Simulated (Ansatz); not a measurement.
**Ir, pressure series**

The reference is Ir in the fcc (Cu type) structure (space group Fm-3m, No. 225).

```cif
data_Ir
_chemical_formula_sum 'Ir1'
_space_group_name_H-M_alt 'P 1'
_space_group_IT_number 1
_cell_length_a 2.71842
_cell_length_b 2.71842
_cell_length_c 2.71842
_cell_angle_alpha 60.000
_cell_angle_beta 60.000
_cell_angle_gamma 60.000
loop_
_space_group_symop_operation_xyz
  'x, y, z'
loop_
_atom_site_label
_atom_site_type_symbol
_atom_site_fract_x
_atom_site_fract_y
_atom_site_fract_z
_atom_site_occupancy
Ir1 Ir 0.00000 0.00000 0.00000 1
```

Cell and atoms are relaxed at each pressure.

Level of theory: plane-wave PAW DFT at the r2SCAN level (Ansatz, a first-principles code, 500 eV), no SOC.

```tsv
pressure (GPa)	volume per atom (Å³/atom)
-2	14.282
0	14.205
0.9	?
2.1	14.127
4.5	14.041
9	13.888
15	13.698
22.5	13.481
30	13.282
```

Q: Fit the third-order Birch–Murnaghan form P(V) = (3B₀/2)[(V₀/V)^(7/3) − (V₀/V)^(5/3)]·[1 + (3/4)(B₀′ − 4)((V₀/V)^(2/3) − 1)] (squares taken in P) to the rows shown and predict the withheld row.

A: Least squares on the printed values gives V₀ = 14.205 Å³/atom, B₀ = 376 GPa, B₀′ = 5.1; this predicts 14.171 Å³/atom, and the run gives 14.171 Å³/atom, in agreement.

Measured bulk modulus of Ir: 365 GPa (static lattice; corrected from measurement; as listed in H. Levämäki et al., Physical Review B (2014)); the computed value is 3 % above it.

Load acts through the strain it causes; cell and atoms are relaxed under it. Stability against distortions was not tested. No other phases were tried under pressure. All final runs are without spin polarisation.
